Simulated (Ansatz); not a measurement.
Here is the system:

```yaml
crystal:
  lattice:
    - [0.00000, 3.54599, 3.54599]
    - [3.54599, 0.00000, 3.54599]
    - [3.54599, 3.54599, 0.00000]
  atoms:
    - { symbol: Ca, position: [0.75000, 0.75000, 0.75000] }
    - { symbol: Ca, position: [0.25000, 0.25000, 0.25000] }
    - { symbol: Si, position: [0.00000, 0.00000, 0.00000] }
```

Calculation: r2SCAN, rigid bands (plane waves, PAW, scalar-relativistic; Ansatz, a program for electronic structure). Condition of this run: functional r2SCAN on the same cell. Cell: cell and atoms relaxed with PBEsol.

Q: Predict the hole conductivity mass (n e² τ/σ) at 300 K, by direction if it differs.

A: 1.82 mₑ.

Q: What conductivity effective mass do dilute electrons have at 300 K?

A: 0.49 mₑ.

Q: And the band gap?

A: 0.74 eV at this level; semilocal functionals usually fall short of the measured gap.

Rigid bands, one relaxation time for all states, no polarons. Spin-orbit coupling is left out; where it splits the top of the valence band it changes the hole mass and lowers the gap by about a third of the splitting. Geometry: cell and atoms relaxed with PBEsol.

Computed structure with no diffraction record at hand here (it may be known, metastable or hypothetical): Ca2Si (Fm-3m).
